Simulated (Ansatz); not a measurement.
Take SiO2 (space group P4_12_12, No. 92; a = 4.980 Å, c = 6.918 Å) as the base.

Calculations: plane-wave PAW DFT at the r2SCAN level (Ansatz, an electronic-structure program, 500 eV), without spin-orbit coupling.

Before the change:

| Quantity | Result |
|---|---|
| Valence-band top at Γ | 0.00, -0.31, -0.31 eV |
| Band gap | 6.35 eV |
| Pressure | 0.00 GPa |

The change: the cell is scaled by 0.9857 in all directions; the atoms relax in the strained cell.

Problem. How does this affect the valence-band top at Γ?

Solution. The valence-band top at Γ (three highest levels, from the VBM) becomes 0.00, -0.37, -0.37 eV (base: 0.00, -0.31, -0.31 eV).

Problem. Predict the new band gap.

Solution. The band gap increases by 0.095 eV (6.35 eV → 6.44 eV).

Problem. What happens to the pressure?

Solution. The pressure (mean of the normal stresses, compression positive) goes from zero to 0.74 GPa.

Problem. Predict the new largest internal atomic displacement.

Solution. The largest internal atomic displacement is 0.081 Å.

Stability against distortions was not tested.
